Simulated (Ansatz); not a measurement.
Start from Al₂Cu (space group I4/mcm, No. 140).

```xyz
6
Lattice="-3.0298 3.0298 2.4373 3.0298 -3.0298 2.4373 3.0298 3.0298 -2.4373" Properties=species:S:1:pos:R:3 pbc="T T T"
Al     0.9591     3.9889     0.0000
Al     0.9591     2.0707     2.4373
Al     2.0707     0.9591     0.0000
Al     2.0707    -0.9591     2.4373
Cu     0.0000     0.0000     1.2186
Cu     0.0000     0.0000     3.6559
```

All numbers come from PBE, PAW, 420 eV (Ansatz, a quantum-chemistry and plane-wave program; scalar-relativistic without spin-orbit coupling).

Base values:

Volume per atom: 14.92 Å³

Now apply this change: a hydrostatic pressure of 0.9 GPa.

Q: Predict the new volume per atom.

A: The volume per atom falls by 0.131 Å³ to 14.78 Å³.

Load acts through the strain it causes; cell and atoms are relaxed under it. Stability against distortions was not tested. The final runs are not spin-polarised.
